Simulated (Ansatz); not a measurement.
The starting structures come from a database of crystals and need not be the phases stable at ambient conditions.

By PBEsol, the system below comes out a metal.

Without scattering a metal conducts by its projected Fermi surface.

```yaml
crystal:
  lattice:
    - [7.40729, 0.00000, 0.00000]
    - [1.46729, 7.26051, 0.00000]
    - [1.46729, 1.20042, 2.69716]
  atoms:
    - { symbol: Si, position: [0.86576, 0.36576, 0.76848] }
    - { symbol: Si, position: [0.13424, 0.63424, 0.23152] }
    - { symbol: Si, position: [0.63424, 0.86576, 0.50000] }
    - { symbol: Si, position: [0.36576, 0.13424, 0.50000] }
    - { symbol: Mo, position: [0.50000, 0.50000, 0.00000] }
    - { symbol: Mo, position: [0.00000, 0.00000, 0.00000] }
    - { symbol: Mo, position: [0.33874, 0.83874, 0.32252] }
    - { symbol: Mo, position: [0.66126, 0.16126, 0.67748] }
    - { symbol: Mo, position: [0.16126, 0.33874, 0.00000] }
    - { symbol: Mo, position: [0.83874, 0.66126, 0.00000] }
```

Space group of this cell: P4/mbm. The cell is taken as given; by PBEsol its mean pressure is -6.9 GPa.

The current flows along the normal of the first two printed cell vectors, the (111) plane of the conventional cell. No spin-orbit coupling; the value is a mean over 0.1 eV about the Fermi level.

Problem. Predict the ballistic conductance per area from PBEsol (Ansatz, an electronic-structure program).

Solution. 0.67 × 10¹⁵ S/m² for both spins.
